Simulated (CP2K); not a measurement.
Worked example: self-consistent single point of Sn (Fd-3m, 2 atoms in the cell) in CP2K

Computed with LDA (Pade form), GPW, DZVP-MOLOPT-SR-GTH basis, GTH-PADE potentials (GTH_POTENTIALS) (CP2K 2026.2).

Input:

```
&GLOBAL
  PROJECT scf
  RUN_TYPE ENERGY_FORCE
  PRINT_LEVEL LOW
&END GLOBAL
&FORCE_EVAL
  METHOD Quickstep
  STRESS_TENSOR ANALYTICAL
  &DFT
    BASIS_SET_FILE_NAME BASIS_MOLOPT
    POTENTIAL_FILE_NAME GTH_POTENTIALS
    &QS
      METHOD GPW
      EPS_DEFAULT 1E-10
    &END QS
    &MGRID
      CUTOFF 400
      REL_CUTOFF 50
      NGRIDS 4
    &END MGRID
    &SCF
      SCF_GUESS ATOMIC
      EPS_SCF 1E-7
      MAX_SCF 100
      ADDED_MOS 4
      &DIAGONALIZATION
        ALGORITHM STANDARD
      &END DIAGONALIZATION
      &MIXING
        METHOD BROYDEN_MIXING
        ALPHA 0.2
        NBUFFER 10
      &END MIXING
      &SMEAR ON
        METHOD GAUSSIAN
        SIGMA [eV] 0.272
      &END SMEAR
    &END SCF
    &KPOINTS
      SCHEME MONKHORST-PACK 9 9 9
    &END KPOINTS
    &XC
      &XC_FUNCTIONAL PADE
      &END XC_FUNCTIONAL
    &END XC
    &PRINT
      &MO
        EIGENVALUES T
        OCCUPATION_NUMBERS T
        NDIGITS 8
        FILENAME mo
        &EACH
          QS_SCF 0
        &END EACH
        ADD_LAST NUMERIC
      &END MO
      &MULLIKEN OFF
      &END MULLIKEN
    &END PRINT
  &END DFT
  &SUBSYS
    &CELL
      A 4.74787600 0.00000000 0.00000000
      B 2.37393800 4.11178100 0.00000000
      C 2.37393800 1.37059400 3.87662400
      PERIODIC XYZ
    &END CELL
    &COORD
      Sn       0.00000000     0.00000000     0.00000000
      Sn       2.37393800     1.37059375     0.96915600
    &END COORD
    &KIND Sn
      BASIS_SET DZVP-MOLOPT-SR-GTH-q4
      POTENTIAL GTH-PADE-q4
    &END KIND
  &END SUBSYS
  &PRINT
    &FORCES ON
    &END FORCES
    &STRESS_TENSOR ON
    &END STRESS_TENSOR
  &END PRINT
&END FORCE_EVAL
```

Log, with long lists cut:

```
 GLOBAL| Method name                                                        CP2K
 GLOBAL| Project name                                                        scf
 GLOBAL| Run type                                                   ENERGY_FORCE

 TOTAL NUMBERS AND MAXIMUM NUMBERS

  Total number of            - Atomic kinds:                                   1
                             - Atoms:                                          2
                             - Shell sets:                                     2
                             - Shells:                                        10
                             - Primitive Cartesian functions:                 10
                             - Cartesian basis functions:                     28
                             - Spherical basis functions:                     26

  Maximum angular momentum of- Orbital basis functions:                        2
                             - Local part of the GTH pseudopotential:          0
                             - Non-local part of the GTH pseudopotential:      4

 SCF PARAMETERS         Density guess:                                    ATOMIC
                        max_scf:                                             100
                        max_diis:                                              4
                        eps_scf:                                        1.00E-07
                        eps_diis:                                       1.00E-01
                        eps_eigval:                                     1.00E-05
                        level_shift [a.u.]:                             0.000000
                        added MOs                                         4    0
                        Mixing method:                            BROYDEN_MIXING
                                                charge density mixing in g-space
                        Smear method:                                   GAUSSIAN
                        Smearing width (sigma) [a.u.]:                  1.00E-02
                        Accuracy threshold:                             1.00E-10
                        No outer SCF

 Extrapolation method: initial_guess

 Number of electrons:                                                          8
 Number of occupied orbitals:                                                  4
 Number of molecular orbitals:                                                 8

 Number of orbital functions:                                                 26
 Number of independent orbital functions:                                     26

 SCF WAVEFUNCTION OPTIMIZATION

  Step     Update method      Time    Convergence         Total energy    Change
     1 NoMix/Diag. 0.20E+00      -     0.40042494        -7.1321377782 -7.13E+00
     2 Broy./Diag. 0.20E+00      -     0.00099743        -7.1680376527 -3.59E-02
     3 Broy./Diag. 0.20E+00      -     0.00444372        -7.1193103513  4.87E-02
     4 Broy./Diag. 0.20E+00      -     0.00002645        -7.1299691196 -1.07E-02
     5 Broy./Diag. 0.20E+00      -     0.00007600        -7.1282143420  1.75E-03
     6 Broy./Diag. 0.20E+00      -     0.00000991        -7.1281536568  6.07E-05
     7 Broy./Diag. 0.20E+00      -     0.00003166        -7.1283827328 -2.29E-04
     8 Broy./Diag. 0.20E+00      -     0.00000030        -7.1284202854 -3.76E-05
     9 Broy./Diag. 0.20E+00      -     0.00000108        -7.1284323702 -1.21E-05
    10 Broy./Diag. 0.20E+00      -     5.6846E-09        -7.1284333273 -9.57E-07

  *** SCF run converged in    10 steps ***

  Electronic density on regular grids:         -8.0000000000        0.0000000000
  Core density on regular grids:                7.9999999963       -0.0000000037
  Total charge density on r-space grids:       -0.0000000037
  Total charge density g-space grids:          -0.0000000037

  Overlap energy of the core charge distribution:               0.00000000157075
  Self energy of the core charge distribution:                -14.92071625911422
  Core Hamiltonian energy:                                      2.97759671947761
  Hartree energy:                                               6.83471936820130
  Exchange-correlation energy:                                 -2.01965665350089
  Smearing free energy correction:                             -0.00037650394867
  Fermi energy:                                                 0.07501525439538

  Total energy:                                                -7.12843332731546
  Total energy (extrapolated to sigma->0):                     -7.12824507534113

 ENERGY| Total FORCE_EVAL ( QS ) energy [hartree]             -7.128433382407162

 FORCES| Atomic forces [hartree/bohr]
 FORCES|   Atom     x               y               z               |f|
 FORCES|      1  4.80890370E-11  1.24682930E-08  1.27502669E-08   1.78333942E-08
 FORCES|      2 -4.80903982E-11 -1.24682506E-08 -1.27502443E-08   1.78333484E-08
 FORCES| Sum    -1.36121073E-15  4.24082476E-14  2.25867446E-14
 FORCES| Total atomic force                                       4.80673838E-14

 STRESS| Analytical stress tensor [bar]
 STRESS|                        x                   y                   z
 STRESS|      x       -4.45946582716E+04   2.01628797636E-03   1.42573028284E-03
 STRESS|      y        2.01628797636E-03  -4.45946091587E+04  -1.86386934600E-02
 STRESS|      z        1.42573028284E-03  -1.86386934600E-02  -4.45945614097E+04
 STRESS| 1/3 Trace                                            -4.45946096133E+04
```

The run converged in 10 iterations.

The starting cell comes from a database of computed structures (which also holds hypothetical and non-ambient phases and stackings), without a prior relaxation at this level. Its lattice was rescaled by a random factor within 2.5 % of one. Values carry the incompleteness of an atom-centred basis. With a pressure of about -4 GPa the cell is away from its equilibrium volume at this level.

Cost on one core of a shared machine: roughly 50 s.
